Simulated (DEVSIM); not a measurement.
System: Ti/TiO2/p-InP capacitor, at 300 K.

Layer 1 from the left is TiO2, thickness (nm) 2.00. Layer 2 from the left is InP, thickness (nm) 1500, Na (cm⁻³) 1.8e17.

Metal gate on the left, work function 4.33 eV. Fixed charge at the semiconductor interface 9.3e11 cm⁻² (in units of +e); no interface traps.

Constants are typed, rounded textbook-type inputs, not results; the design itself was drawn at random and stands for no fabricated device. Values at 300 K.

TiO2: gap (eV) 3.2, affinity (eV) 3.9, permittivity 60. InP: gap (eV) 1.344, affinity (eV) 4.38, permittivity 12.5, Nc (cm⁻³) 5.7e17, Nv (cm⁻³) 1.1e19.

Simulated with DEVSIM: 1D Poisson equation in equilibrium, Boltzmann statistics, complete ionisation; no quantum confinement or tunnelling. Metal contacts follow the ideal Schottky-Mott rule: no Fermi-level pinning, no interface dipoles.

**Question.** What does the simulation give for the minimum of the low-frequency capacitance, the flat-band voltage?

**Answer.** minimum of the low-frequency capacitance 0.123 μF/cm²; flat-band voltage -1.29 V.
